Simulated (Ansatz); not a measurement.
## TiB2 under a change: pressure 9 GPa

Take TiB$_{2}$ (space group P6/mmm, No. 191; a = 3.032 Å, c = 3.224 Å) as the base.

One thing is altered: a hydrostatic pressure of 9 GPa.

Computed with plane-wave PAW DFT at the PBE level (Ansatz, a first-principles code, 420 eV), without spin-orbit coupling. Settings: 18×18×14 k-points, 0.05 eV Fermi–Dirac smearing.

| quantity | base | changed | shift |
|---|---|---|---|
| density | 4.50 g/cm³ | 4.65 g/cm³ | +0.15 g/cm³ |
| lattice parameter a | 3.032 Å | 3.003 Å | -0.029 Å |
| c/a ratio | 1.063 | 1.059 | -0.0047 |
| shortest interatomic distance | 1.751 Å | 1.734 Å | -0.017 Å |
| band gap | zero | zero | – |

Final structure:

```
CELL_PARAMETERS angstrom
      3.00255     0.00000     0.00000
     -1.50127     2.60028     0.00000
      0.00000     0.00000     3.17907
ATOMIC_POSITIONS crystal
  Ti 0.00000 0.00000 0.00000
  B  0.66667 0.33333 0.50000
  B  0.33333 0.66667 0.50000
```

Cost of the whole job for the changed cell (relaxation, final SCF and bands): about 40 core-seconds (a rough figure).

Load acts through the strain it causes; cell and atoms are relaxed under it. No phonon test of stability was made. Competing high-pressure phases were not computed. All final runs are without spin polarisation.
